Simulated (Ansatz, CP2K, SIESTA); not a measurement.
## Code comparison for Tl₃VSe₄ (I-43m, 8 atoms in the cell)

Band-structure calculation.

```
Tl3VSe4
1.0
   -3.91937     3.91937     3.91937
    3.91937    -3.91937     3.91937
    3.91937     3.91937    -3.91937
V Tl Se
1 3 4
Direct
  0.00000   0.00000   0.00000
  0.50000   0.50000   0.00000
  0.00000   0.50000   0.50000
  0.50000   0.00000   0.50000
  0.66378   0.66378   0.66378
  0.33622   0.00000   0.00000
  0.00000   0.00000   0.33622
  0.00000   0.33622   0.00000
```

Shared settings, as Ansatz (a quantum-chemistry and plane-wave program) writes them: kpoints.mp_grid.grid = 3 3 3; scf.occupations.method = fermi_dirac; scf.occupations.width = 0.0007 Ry. Potentials and cutoffs stand in the table.

```
code                                                                                                                       model  gap along the path (eV)  smallest direct gap (eV)       cutoff
------  ------------------------------------------------------------------------------------------------------------------------  -----------------------  ------------------------  -----------
SIESTA  LDA PW92, numerical atomic orbitals DZP, PseudoDojo LDA standard norm-conserving potentials (rewritten from UPF to PSML)                     1.53                      1.60  grid 350 Ry
CP2K                                        LDA (Pade form), GPW, DZVP-MOLOPT-SR-GTH basis, GTH-PADE potentials (GTH_POTENTIALS)                     1.53                      1.58  grid 600 Ry
Ansatz                                                                               LDA (PW92), default PAW files made with PBE                     1.53                      1.59      default
```

On Ansatz's run: spin-orbit coupling is off.

The spread over the programs that give each value: gap along the path within 0.00 eV; smallest direct gap within 0.02 eV.

SIESTA and CP2K use small atom-centred bases, whose incompleteness enters pressures, forces and empty levels differently from a plane-wave cutoff.

The starting cell comes from a database of computed structures (which also holds hypothetical and non-ambient phases and stackings), without a prior relaxation at this level.

Keys are those of Ansatz 0.2.
